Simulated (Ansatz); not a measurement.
The starting structures come from a database of crystals and need not be the phases stable at ambient conditions.

The decay constant κ of evanescent states in the gap governs leakage through a thin film.

Input:

```yaml
crystal:
  lattice:
    - [5.68674, 0.00000, 0.00000]
    - [0.00000, 13.92502, 0.00000]
    - [2.84337, 4.64167, 1.64162]
  atoms:
    - { symbol: La, position: [0.00000, 0.46423, 0.00000] }
    - { symbol: La, position: [0.00000, 0.96423, 0.00000] }
    - { symbol: W, position: [0.00000, 0.21612, 0.00000] }
    - { symbol: W, position: [0.00000, 0.71612, 0.00000] }
    - { symbol: N, position: [0.55244, 0.99748, 0.34552] }
    - { symbol: N, position: [0.54960, 0.44504, 0.00284] }
    - { symbol: N, position: [0.89796, 0.89544, 0.65164] }
    - { symbol: N, position: [0.44756, 0.94504, 0.00284] }
    - { symbol: N, position: [0.45040, 0.39544, 0.65164] }
    - { symbol: N, position: [0.10204, 0.49748, 0.34552] }
```

Space group of this cell: R3c. The cell is taken as given; by PBEsol its mean pressure is -4.6 GPa.

Transport runs along the normal of the first two printed cell vectors, the (100) plane of the conventional cell.

The gap is the functional's own, uncorrected, and κ follows it; spin-orbit coupling is left out. Mid-gap values are interpolated between the computed energies.

Predict the band gap and the smallest decay constant κ at mid-gap from PBEsol (Ansatz, a first-principles code).

Gap 1.18 eV on a 18×18×18 mesh; κ = 0.199 1/Å, at (0.333, 0.000) of the in-plane reciprocal vectors. At the zone centre, at the nearest computed energy, the slowest state has κ = 0.24 1/Å.
